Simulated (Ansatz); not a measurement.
Where the default PAW files enter, the runs use the earlier of Ansatz's two default sets.

Given:

```
CELL_PARAMETERS angstrom
      4.99740     0.00000     0.00000
     -2.49870     4.32788     0.00000
      2.49870     1.44263     4.48355
ATOMIC_POSITIONS crystal
  Ga 0.28882 0.14441 0.56677
  Ga 0.71118 0.85559 0.43323
  Ga 0.71118 0.35559 0.93323
  Ga 0.28882 0.64441 0.06677
  O  0.80316 0.55316 0.25000
  O  0.19684 0.44684 0.75000
  O  0.19684 0.25000 0.25000
  O  0.80316 0.75000 0.75000
  O  0.50000 0.94684 0.25000
  O  0.50000 0.05316 0.75000
```

Space group of this cell: R-3c, corundum. The cell is taken as given; by r2SCAN its mean pressure is -1.4 GPa.

Computed with r2SCAN (plane waves, PAW; Ansatz, an electronic-structure program).

The current runs along the normal of the first two printed vectors; no spin-orbit coupling. Scaled by the factor s: all lengths (ions clamped). Meshes 8×8×8 and 12×12 across the current in all rows.

| s | mean pressure (GPa) | slowest mid-gap decay constant κ (1/Å) |
|---|---|---|
| 0.98 | 14.5 | ? |
| 1.00 | -1.4 | 0.245 |
| 1.02 | -13.3 | 0.210 |

Task: Take the slope of the slowest mid-gap decay constant κ against ln s from the two given rows, extrapolate to s = 0.98, and say what the run there gives.

Result: Slope = (0.210 − 0.245) / ln 1.02 = -1.77 1/Å. The line gives 0.245 + (-1.77) × ln 0.98 = 0.281 1/Å. The run gives 0.281 1/Å, as the line does.
